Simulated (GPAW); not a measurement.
A self-consistent single point of Cu (Fm-3m, 1 atom in the cell) with GPAW

Level of theory: PBE, GPAW PAW datasets PBE (gpaw-data 1.0.1) (plane waves; GPAW).

This input was run:

```python
from ase import Atoms
from ase.units import GPa
from gpaw import GPAW

atoms = Atoms(['Cu'],
              cell=[[0.000000, 1.810415, 1.810415],
                    [1.810415, 0.000000, 1.810415],
                    [1.810415, 1.810415, 0.000000]],
              scaled_positions=[[0.000000, 0.000000, 0.000000]],
              pbc=True)

calc = GPAW(mode={'name': 'pw', 'ecut': 850},
            xc='PBE',
            kpts={'size': (12, 12, 12), 'gamma': True},
            occupations={'name': 'methfessel-paxton', 'width': 0.1, 'order': 0},
            nbands=-5,
            convergence={'density': 1e-05, 'energy': 1e-05},
            symmetry={'symmorphic': False, 'tolerance': 0.0005},
            maxiter=120)

atoms.calc = calc

energy = atoms.get_potential_energy()
print('Energy (eV):', round(energy, 6))
forces = atoms.get_forces()
print('Forces (eV/Ang):')
print(forces.round(5))
stress = atoms.get_stress()
print('Stress (GPa, Voigt):', (stress / GPa).round(4))
```

Output (repeated stretches shortened):

```
Input parameters:
  convergence: {density: 1e-05,
                energy: 1e-05}
  kpts: {gamma: True,
         size: (12, 12, 12)}
  maxiter: 120
  mode: {ecut: 850,
         name: pw}
  nbands: -5
  occupations: {name: methfessel-paxton,
                order: 0,
                width: 0.1}
  symmetry: {symmorphic: False,
             tolerance: 0.0005}
  xc: PBE

species:
  Cu:
    name: Copper
    Z: 29.0
    valence: 11
    core: 18
    charge: 0.0
    file: Cu.PBE.gz

    # Using partial waves for Cu as LCAO basis

Reference energy: -45021.451841  # eV

Spin-paired calculation

Convergence criteria:
 Maximum [total energy] change in last 3 cyles: 1e-05 eV / valence electron
 Maximum integral of absolute [dens]ity change: 1e-05 electrons / valence electron
 Maximum integral of absolute [eigenst]ate change: 4e-08 eV^2 / valence electron
 Maximum number of scf [iter]ations: 120

Symmetries present (total): 48
Symmetries with fractional translations: 0
1728 k-points: 12 x 12 x 12 Monkhorst-Pack grid + [1/24,1/24,1/24]
72 k-points in the irreducible part of the Brillouin zone
       k-points in crystal coordinates                weights
   0:    -0.00000000   -0.00000000   -0.00000000          1/1728
   1:     0.08333333    0.08333333   -0.00000000          6/1728
   2:     0.08333333    0.08333333    0.08333333          8/1728
   [... 7 lines left out ...]
          ...
  71:     0.50000000    0.50000000    0.50000000          4/1728

Wave functions: Plane wave expansion
  Cutoff energy: 850.000 eV
  Number of coefficients (min, max): 645, 692
  Pulay-stress correction: 0.000000 eV/Ang^3 (de/decut=0.000000)

Occupation numbers: Methfessel-Paxton:
  width: 0.1000  # eV
  order: 0

Eigensolver

Densities:
  Coarse grid: 18*18*18 grid
  Fine grid: 36*36*36 grid
  Total Charge: 0.000000

Density mixing:
  Method: separate
  Backend: pulay
  Linear mixing parameter: 0.05
  old densities: 5
  Damping of long wavelength oscillations: 50

Hamiltonian:
  XC and Coulomb potentials evaluated on a 36*36*36 grid
  External potential:
    NoExternalPotential

XC parameters: PBE with 2 nearest neighbor stencil

Number of atoms: 1
Number of atomic orbitals: 9
Number of bands in calculation: 10
Number of valence electrons: 11
Bands to converge: occupied

Density initialized from atomic densities
  9 bands from LCAO basis set
  1 band from random numbers

Atomic positions and initial magnetic moments

Positions:
   0 Cu     0.000000    0.000000    0.000000    ( 0.0000,  0.0000,  0.0000)

Unit cell:
           periodic     x           y           z      points  spacing
  1. axis:    yes    0.000000    1.810415    1.810415    18     0.1161
  2. axis:    yes    1.810415    0.000000    1.810415    18     0.1161
  3. axis:    yes    1.810415    1.810415    0.000000    18     0.1161

  Lengths:   2.560313   2.560313   2.560313
  Angles:   60.000000  60.000000  60.000000

Effective grid spacing dv^(1/3) = 0.1267

     iter     time        total  log10-change:
                         energy   eigst   dens
iter:   1 --:--:--    -4.649817
iter:   2 --:--:--    -4.293714   -2.04  -1.18
iter:   3 --:--:--    -3.734057   -1.20  -1.27
iter:   4 --:--:--    -3.729970   -3.98  -1.86
iter:   5 --:--:--    -3.707631   -2.89  -1.88
iter:   6 --:--:--    -3.706087   -3.77  -2.58
iter:   7 --:--:--    -3.707130   -4.05  -3.24
iter:   8 --:--:--    -3.706073   -4.47  -2.74
iter:   9 --:--:--    -3.706071   -6.02  -4.06
iter:  10 --:--:--    -3.706070c  -6.97  -4.42
iter:  11 --:--:--    -3.706070c  -8.01c -4.78
iter:  12 --:--:--    -3.706070c  -9.12c -5.39c

Converged after 12 iterations.

Dipole moment: (0.000000, 0.000000, 0.000000) |e|*Ang

Energy contributions relative to reference atoms: (reference = -45021.451841)

Kinetic:        -12.913279
Potential:      +10.142878
External:        +0.000000
XC:              -1.023909
Entropy (-ST):   -0.001345
Local:           +0.088912
SIC:             +0.000000
--------------------------
Free energy:     -3.706743
Extrapolated:    -3.706070

Showing only first 2 kpts
 Kpt  Band  Eigenvalues  Occupancy
  0     3      4.97527    2.00000
  0     4      5.78703    2.00000
  0     5      5.78703    2.00000
  0     6     30.93859    0.00000

  1     3      5.05373    2.00000
  1     4      5.69950    2.00000
  1     5      5.82270    2.00000
  1     6     29.82301    0.00000

Fermi level: 7.89344

No gap
No difference between direct/indirect transitions
Energy (eV): -3.70607

Forces in eV/Ang:
  0 Cu   -0.00000   -0.00000    0.00000

Stress tensor:
    -0.012489     0.000000    -0.000000
     0.000000    -0.012489     0.000000
    -0.000000     0.000000    -0.012489
Stress (GPa, Voigt): [-2.001 -2.001 -2.001  0.    -0.     0.   ]
```

The run converged in 12 iterations. GPAW prints stress with tension positive.

The starting cell has typed, rounded lattice constants, without a prior relaxation at this level. Its lattice was rescaled by up to half a per cent. Spin polarisation is off.
